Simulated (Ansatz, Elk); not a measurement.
An Elk input for a self-consistent single point of Mo (Im-3m, 1 atom in the cell) (DFT, PBE, all-electron FP-LAPW, Elk's shipped species files, APW+lo basis with extra local orbitals):

```
tasks
  0

xctype
  20

rgkmax
  7.5

gmaxvr
  14.0

nxlo
  2

lorbcnd
  .true.

rmtscf
  0.93

lmaxi
  3

stype
  0

swidth
  0.00183747

avec
   -2.9167922734    2.9167922734    2.9167922734
    2.9167922734   -2.9167922734    2.9167922734
    2.9167922734    2.9167922734   -2.9167922734

atoms
  1   : nspecies
  'Mo.in'   : spfname
  1   : natoms; atposl, bfcmt below
  0.0000000000  0.0000000000  0.0000000000    0.0 0.0 0.0

ngridk
  10 10 10
```

### Question
Translate this input to Ansatz (an electronic-structure program).

### Answer
One input that does it (others would too):

Ansatz 0.2 input:
```yaml
crystal:
  lattice:
    - [-1.543500, 1.543500, 1.543500]
    - [1.543500, -1.543500, 1.543500]
    - [1.543500, 1.543500, -1.543500]
  atoms:
    - { symbol: Mo, position: [0.000000, 0.000000, 0.000000] }
kpoints:
  mp_grid:
    grid: [10, 10, 10]
hamiltonian:
  xc: pbe
  pseudopotentials:
    kind: paw
scf:
  occupations:
    method: gaussian
    width: 0.0037 Ry
output:
  forces: true
  eigenvalues: true
  stress: true
```

Basis, cutoffs, solver keys and any potentials are the target program's own. This input uses DFT, PBE, plane waves, default PAW files. The width in Ry is rounded to four decimals.

The starting cell has typed, rounded lattice constants, without a prior relaxation at this level. For this run, on top of that: lattice scaled by 0.98.
